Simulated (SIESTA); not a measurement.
SIESTA run on In₂Au₃ (P1, 5 atoms in the cell): self-consistent single point.

Computed with SIESTA 5.4.2 with GGA PBEsol, numerical atomic orbitals DZP, PseudoDojo PBEsol standard norm-conserving potentials (rewritten from UPF to PSML).

The change in words: atoms moved at random. Reference geometry:
```yaml
crystal:
  lattice:
    - [4.57401, 0.00000, 0.00000]
    - [-2.28700, 3.96121, 0.00000]
    - [0.00000, 0.00000, 5.68874]
  atoms:
    - { symbol: In, position: [0.66667, 0.33333, 0.32167] }
    - { symbol: In, position: [0.33333, 0.66667, 0.67833] }
    - { symbol: Au, position: [0.66667, 0.33333, 0.80654] }
    - { symbol: Au, position: [0.33333, 0.66667, 0.19346] }
    - { symbol: Au, position: [0.00000, 0.00000, 0.00000] }
```

Reference input (self-consistent single point, DFT, GGA PBEsol, numerical atomic orbitals DZP, PseudoDojo PBEsol standard norm-conserving potentials (rewritten from UPF to PSML)): XC.functional = GGA; XC.authors = PBEsol; potentials = PseudoDojo PBEsol standard; PAO.BasisSize = DZP; PAO.EnergyShift = 0.01 Ry; MeshCutoff = 400 Ry; kgrid.MonkhorstPack = 7 7 5; OccupationFunction = MP; OccupationMPOrder = 0; ElectronicTemperature = 0.136 eV; MaxSCFIterations = 150; SCF.Mixer.Method = Pulay. This run's input differs from it in these lines:

```diff
@@ -18,7 +18,7 @@
 %block AtomicCoordinatesAndAtomicSpecies
-     2.287006287    1.320401013    1.829896352  1
-    -0.000002287    2.640805987    3.858841648  1
-     2.287006287    1.320401013    4.588194747  2
-    -0.000002287    2.640805987    1.100543253  2
-     0.000000000    0.000000000    0.000000000  2
+     2.302731727    1.328204591    1.838463592  1
+    -0.010325823    2.593002141    3.866510066  1
+     2.279104688    1.319430517    4.548134654  2
+    -0.012651706    2.711374890    1.103427444  2
+     0.015153689   -0.029598139    0.020940245  2
 %endblock AtomicCoordinatesAndAtomicSpecies
```

Output, abridged:

```
        iscf     Eharris(eV)        E_KS(eV)     FreeEng(eV)     dDmax    Ef(eV) dHmax(eV)
   scf:    1   -15524.572087   -15604.416601   -15604.438304  0.717893 -0.557291 21.995803
   scf:    2   -15643.627986   -15626.155008   -15626.168480  0.232652 -1.286007 13.811396
   scf:    3   -15643.119030   -15637.647930   -15637.660625  0.256360 -2.053994  2.963264
   scf:    4   -15638.022287   -15638.180832   -15638.196183  0.141494 -2.338198  1.922914
   scf:    5   -15638.420795   -15638.448013   -15638.460345  0.044573 -2.293018  0.843145
   [... 8 lines left out ...]
   scf:   14   -15638.480968   -15638.480967   -15638.494734  0.000060 -2.361245  0.000960
   scf:   15   -15638.480968   -15638.480967   -15638.494734  0.000013 -2.361312  0.000817
   scf:   16   -15638.480969   -15638.480968   -15638.494734  0.000042 -2.361338  0.000061
   scf:   17   -15638.480968   -15638.480968   -15638.494734  0.000001 -2.361340  0.000036
SCF Convergence by DM+H criterion
max |DM_out - DM_in|         :     0.0000011405
max |H_out - H_in|      (eV) :     0.0000361291
SCF cycle converged after 17 iterations

Using DM_out to compute the final energy and forces

siesta: E_KS(eV) =           -15638.4810

siesta: E_KS - E_eggbox =    -15638.4810

siesta: Atomic forces (eV/Ang):
     1   -0.138376    0.309077   -0.439191
     2    0.054777    0.231104    0.144470
     3    0.018256   -0.331253    0.696302
     4    0.252141   -0.572513   -0.304687
     5   -0.183238    0.362184   -0.097515
   Tot    0.003560   -0.001400   -0.000620
   Max    0.696302
   Res    0.330473    sqrt( Sum f_i^2 / 3N )
   Max    0.696302    constrained

Stress tensor Voigt[x,y,z,yz,xz,xy] (kbar):       -2.34        4.56       -2.61       -0.23       -0.44       -2.76
   [... lines left out ...]
siesta: FreeEng =    -15638.494734
   [... lines left out ...]
siesta:    -0.001461   -0.001724   -0.000278
siesta:    -0.001724    0.002845   -0.000146
siesta:    -0.000278   -0.000146   -0.001632

siesta: Cell volume =        103.071926 Ang**3

siesta: Pressure (static):
siesta:                Solid            Molecule  Units
siesta:           0.00000090         -0.00004511  Ry/Bohr**3
siesta:           0.00008277         -0.00414175  eV/Ang**3
siesta:           0.13261685         -6.63581530  kBar
```

The run converged in 17 iterations. Against the reference run the free energy goes up by 11.6 meV/atom, the pressure goes from -0.27 to 0.01 GPa and the largest force goes from 0.316 to 0.771 eV/Å.

The starting cell comes from a database of computed structures (which also holds hypothetical and non-ambient phases and stackings), without a prior relaxation at this level. Its lattice was rescaled by a random factor within 2.5 % of one. For this run, on top of that: atoms moved at random. Values carry the incompleteness of an atom-centred basis.

Cost on one core of a shared machine: roughly 60 s.
